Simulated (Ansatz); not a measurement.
Ag (Im-3m, No. 229, 1 atom in the cell; start mp-2646971; another form than the element's usual one), treated with LDA in Ansatz (plane waves, PAW).

Settings: plane-wave cutoff 520 eV, 24×24×24 k mesh, Fermi–Dirac smearing 0.05 eV, no spin polarisation, scalar-relativistic PAW data made under PBE.

Cell (relaxed at this level):

```cif
data_Ag
_chemical_formula_sum 'Ag1'
_space_group_name_H-M_alt 'P 1'
_space_group_IT_number 1
_cell_length_a 2.75556
_cell_length_b 2.75556
_cell_length_c 2.75556
_cell_angle_alpha 109.471
_cell_angle_beta 109.471
_cell_angle_gamma 109.471
loop_
_space_group_symop_operation_xyz
  'x, y, z'
loop_
_atom_site_label
_atom_site_type_symbol
_atom_site_fract_x
_atom_site_fract_y
_atom_site_fract_z
_atom_site_occupancy
Ag1 Ag 0.00000 0.00000 0.00000 1
```

**Question.** Estimate the bulk modulus that the calculation returns.

**Answer.** 
* **bulk modulus**: 135 GPa

The run finds no gap.

Note: the bulk modulus is −V dP/dV from two relaxed cells at ±2 % in volume; the relaxation could not lower the start's symmetry, so the cell can be a saddle point above a distorted one.

The result took around 27 core-seconds (rough).

A start named mp-… is a Materials Project structure, which need not be a measured phase.

Ansatz is an electronic-structure program.
